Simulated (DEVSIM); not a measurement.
Structure: illuminated In0.53Ga0.47As p-on-n cell, one wavelength, at 300 K.

```tsv
layer (left to right)	material	thickness (μm)	Nd (cm⁻³)	Na (cm⁻³)	τn (s)	τp (s)	absorption coefficient (cm⁻¹)
1	In0.53Ga0.47As	0.610	-	5.3e17	1.8e-9	1.1e-10	67000
2	In0.53Ga0.47As	0.500	1.9e16	-	3.3e-9	3.3e-9	67000
```

Left contact: ohmic, minority electron recombination velocity 7000 cm/s. Right contact: ohmic, minority hole recombination velocity 200 cm/s. Voltage is applied to the left contact. Recombination: SRH at mid-gap, radiative, Auger. Light enters at the left, 2.1e18 photons cm⁻² s⁻¹, one pass, no reflection. Mobility is constant in doping.

Constants are typed, rounded textbook-type inputs, not results; the design itself was drawn at random and stands for no fabricated device. Values at 300 K.

```tsv
parameter	In0.53Ga0.47As
gap (eV)	0.74
affinity (eV)	4.51
permittivity	13.9
Nc (cm⁻³)	2.1e17
Nv (cm⁻³)	7.7e18
μn (cm²/Vs)	12000
μp (cm²/Vs)	300
B (cm³/s)	9.6e-11
Cn (cm⁶/s)	5e-29
Cp (cm⁶/s)	5e-29
```

Model (solved in DEVSIM): 1D drift-diffusion, Boltzmann statistics, complete ionisation; no tunnelling, impact ionisation, image-force lowering or self-heating.

Give the current under light (generator sign).


| V (V) | J (mA/cm²) |
|---|---|
| 0.00 | 334 |
| 0.04 | 334 |
| 0.08 | 334 |
| 0.14 | 333 |
| 0.18 | 332 |
| 0.24 | 326 |
| 0.26 | 321 |
| 0.28 | 314 |
| 0.30 | 300 |
| 0.32 | 277 |
| 0.34 | 234 |
| 0.36 | 156 |
| 0.38 | 7.64 |
| 0.40 | -278 |
